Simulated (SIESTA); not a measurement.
Band structure of NiSi₂ (Fm-3m, 3 atoms in the cell).

```xyz
3
Lattice="0.0000 2.6690 2.6690 2.6690 0.0000 2.6690 2.6690 2.6690 0.0000" Properties=species:S:1:pos:R:3 pbc="T T T"
Si     1.3345     1.3345     1.3345
Si     4.0035     4.0035     4.0035
Ni     0.0000     0.0000     0.0000
```

Level of theory: GGA PBE, numerical atomic orbitals DZP, PseudoDojo PBE standard norm-conserving potentials (rewritten from UPF to PSML) (SIESTA 5.4.2).

Settings: XC.functional = GGA; XC.authors = PBE; potentials = PseudoDojo PBE standard; PAO.BasisSize = DZP; PAO.EnergyShift = 0.005 Ry; MeshCutoff = 400 Ry; kgrid.MonkhorstPack = 9 9 9; OccupationFunction = MP; OccupationMPOrder = 0; ElectronicTemperature = 0.136 eV; MaxSCFIterations = 150; SCF.Mixer.Method = Pulay; SCF.Mixer.Weight = 0.25; SCF.Mixer.History = 8.

The starting cell has typed, rounded lattice constants, without a prior relaxation at this level. Its lattice was rescaled by a random factor within 2.5 % of one. Spin polarisation is off. Values carry the incompleteness of an atom-centred basis.

Levels in eV from the Fermi level, bands 10 to 15:
```
point     10     11     12     13     14    15
-----  -----  -----  -----  -----  -----  ----
Γ      -3.77   0.06   1.73   1.73   1.73  2.13
X      -3.87  -3.87  -3.69  -3.25  -0.41  1.31
W      -3.98  -3.87  -3.37  -2.58   2.29  2.29
K      -4.07  -3.67  -3.10  -2.78   0.20  3.66
L      -3.56  -3.56  -1.61  -1.61   1.80  1.80
U      -4.07  -3.67  -3.10  -2.78   0.20  3.66
```

Bands cross the Fermi level along this path, so the cell is metallic at this level.

Higher empty bands are left out: an atom-centred basis made for the valence describes them poorly.
